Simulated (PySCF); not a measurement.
PySCF 2.14.0, PBE0/def2-svp, df: Al(Me)(OSiH3)2 ([CH3][Al]([O][SiH3])[O][SiH3]), 15 atoms. The geometry is a generated start, not checked to be a minimum at this level.

```json
{
  "task": "energy",
  "method": "pbe0",
  "basis": "def2-svp",
  "two_electron_scheme": "density fitting",
  "mol.max_memory": "3000 MB",
  "mf.max_cycle": "100",
  "mf.init_guess": "minao (default)",
  "mf.DIIS": "CDIIS (default)",
  "mf.diis_space": "8 (default)",
  "mf.conv_tol": "1e-09 (default)",
  "mf.grids.level": "3 (default)",
  "basis_functions": "141",
  "grid_points": "188096"
}
```

```xyz
15

Al     0.2391     0.3508     0.3197
C      1.1221     1.7054     1.4694
H      1.7711     1.2419     2.2124
H      0.3825     2.3138     1.9914
H      1.7275     2.3903     0.8747
O     -0.9049     0.8229    -0.8176
Si    -2.0041     1.2219    -1.9463
H     -3.3219     0.9063    -1.3905
H     -1.7316     0.4504    -3.1593
H     -1.8412     2.6597    -2.1795
O      0.6039    -1.2853     0.4457
Si     0.9223    -2.8785     0.5254
H     -0.3304    -3.5573     0.8663
H      1.9326    -3.0535     1.5740
H      1.4331    -3.2889    -0.7857
```

One run each on 2 threads, 1 BLAS thread. Values of level_shift (Hartree) tried: 0 (default), 0.1, 0.3, 1.

Q: How does the count of Fock builds change with level_shift (Hartree), and where is it least?

A: Fewest Fock builds, within one of each other: 0 (default) with 12, 0.1 with 12. The count rises to 34 at 1. All converge to one solution.

```
level_shift (Hartree)  Fock builds            end
---------------------  -----------  -------------
0 (default)                     12  same solution
0.1                             12  same solution
0.3                             16  same solution
1                               34  same solution
```
